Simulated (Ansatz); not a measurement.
**Y with two functionals, pressure 15 GPa**

Consider Y in the hcp (Mg type) structure (space group P6_3/mmc, No. 194; a = 3.656 Å, c = 5.679 Å).

(Cell as relaxed with PBE.)

Levels (all Ansatz, an electronic-structure program, PAW): PBE (420 eV, no SOC); r2SCAN (500 eV, no spin-orbit coupling).

Each level relaxes its own structure.

| base | PBE | r2SCAN |
|---|---|---|
| volume per atom | 32.86 Å³ | 33.46 Å³ |
| lattice parameter a | 3.656 Å | 3.683 Å |
| band gap | zero | zero |

Perturbation: a hydrostatic pressure of 15 GPa.

```json
[
 {"quantity": "c/a ratio", "PBE": "1.580", "r2SCAN": "___"},
 {"quantity": "shortest interatomic distance", "PBE": "3.264 Å", "r2SCAN": "___"}
]
```

Predict the r2SCAN column.


- c/a ratio, r2SCAN: 1.547
- shortest interatomic distance, r2SCAN: 3.260 Å

PBE's c/a ratio lies 0.033 above r2SCAN's; PBE's shortest interatomic distance lies 0.004 Å above r2SCAN's (0.1 %). Neither level is exact; r2SCAN is the comparison here, not a measurement.

Load acts through the strain it causes; cell and atoms are relaxed under it. Stability against distortions was not tested. Competing high-pressure phases were not computed. All final runs are without spin polarisation.
